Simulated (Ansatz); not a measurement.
Ansatz (an electronic-structure program) run on a (001) slab of Sr(ZnSb)2 (cut from a parent of space group no. 164; 5 atoms in the cell): self-consistent single point.

Level of theory: LDA (PW92), default PAW files made with PBE (plane waves; Ansatz).

```xyz
5
Lattice="4.4993 0.0000 0.0000 -2.2497 3.8965 0.0000 0.0000 0.0000 19.6509" Properties=species:S:1:pos:R:3 pbc="T T T"
Sr     0.0000     0.0000     9.8254
Zn     2.2497     1.2988    12.6509
Zn     0.0000     2.5977     7.0000
Sb     0.0000     2.5977    11.9246
Sb     2.2497     1.2988     7.7263
```

Reference input (self-consistent single point, DFT, LDA (PW92), plane waves, default PAW files made with PBE): basis.ecutwfc = 420 eV; kpoints.mp_grid.grid = 8 8 1; hamiltonian.xc = lda; hamiltonian.pseudopotentials = {kind: paw} (the program's default PAW files); scf.occupations.method = fermi_dirac; scf.occupations.width = 0.1 eV. This run's input differs from it in these lines:

Ansatz 0.2 input:
```diff
@@ -12,3 +12,3 @@
 basis:
-  ecutwfc: 420.0
+  ecutwfc: 250.0
 kpoints:
```

Output (repeated stretches shortened):

```
SCF iter   1: F=—  HF=-22605.390132 eV  |F-HF|=—  |Δ(HF+E_count)|=         —  Δρ=1.22e-2  dr2=2.25e-1  ethr=1.77e-3  ⟨swp⟩=12.2  Hψ=2336  notcnv=0
all-band conjugate gradients solve this SCF's bands
preconditioner: auto → LDOS
SCF iter   2: F=—  HF=-22605.687210 eV  |F-HF|=—  |Δ(HF+E_count)|=   2.97e-1  Δρ=2.57e-2  dr2=1.38e0  ethr=3.52e-4  ⟨swp⟩=3.1  Hψ=1098  notcnv=0  defer=1
   [... lines left out ...]
SCF iter   5: F=—  HF=-22604.957887 eV  |F-HF|=—  |Δ(HF+E_count)|=   5.05e-5  Δρ=2.37e-4  dr2=6.00e-4  ethr=3.19e-6  ⟨swp⟩=2.2  Hψ=592  notcnv=0  defer=1
SCF iter   6: F=—  HF=-22604.957811 eV  |F-HF|=—  |Δ(HF+E_count)|=   7.55e-5  Δρ=6.33e-5  dr2=9.20e-6  ethr=9.38e-7  ⟨swp⟩=2.5  Hψ=550  notcnv=0  defer=1
SCF iter   7: F=—  HF=-22604.957847 eV  |F-HF|=—  |Δ(HF+E_count)|=   3.58e-5  Δρ=1.06e-5  dr2=9.89e-7  ethr=1.44e-8  ⟨swp⟩=2.0  Hψ=576  notcnv=0  defer=1
SCF iter   8: F=-22604.957847 eV  HF=-22604.957847 eV  |F-HF|=3.34e-9  |Δ(HF+E_count)|=   9.46e-8  Δρ=2.80e-6  dr2=1.86e-8  ethr=1.56e-10  ⟨swp⟩=7.7  Hψ=2081  notcnv=0
SCF 1 converged in 8 iterations: F = -22604.957847 eV  dr2 = 1.86e-8
Free energy (F): -22604.957847 eV
Internal energy: -22604.949468 eV  (E = F + TS)
E sigma→0 (E₀):  -22604.953657 eV
Entropy (-TS):   -0.008379 eV (-1.676 meV/atom)
Fermi energy:    0.841930 eV
--- Forces (eV/Å), atoms counted from 1 ---
  atom   1  Sr     0.00000000     0.00000000     0.00000000
  atom   2  Zn    -0.00000000     0.00000000    -0.91579823
  atom   3  Zn     0.00000000    -0.00000000     0.91579823
  atom   4  Sb    -0.00000000    -0.00000000     0.71365769
  atom   5  Sb    -0.00000000     0.00000000    -0.71365769
--- Stress (GPa, compression-positive) ---
       -1.772128       0.000000       0.000000
        0.000000      -1.772128      -0.000000
        0.000000      -0.000000      -1.010193
  P = ⅓ Tr σ = -1.5181 GPa (-15.181 kbar)
  The stress holds the Pulay correction. Without it, at fixed plane waves, as pw.x and ABINIT print it: P = -16.4700 GPa
```

The run converged in 8 iterations. Against the reference run the free energy rises by 905 meV/atom, the largest force goes from 0.959 to 0.916 eV/Å and the gap on the mesh goes from 0.406 to 0.420 eV.

The starting cell comes from a database of computed structures (which also holds hypothetical and non-ambient phases and stackings), without a prior relaxation at this level. The slab is cut from that crystal, and its faces are unrelaxed. Its lattice was rescaled by up to half a per cent. Spin-orbit coupling is off. The cutoff lies below the one recommended for these files.
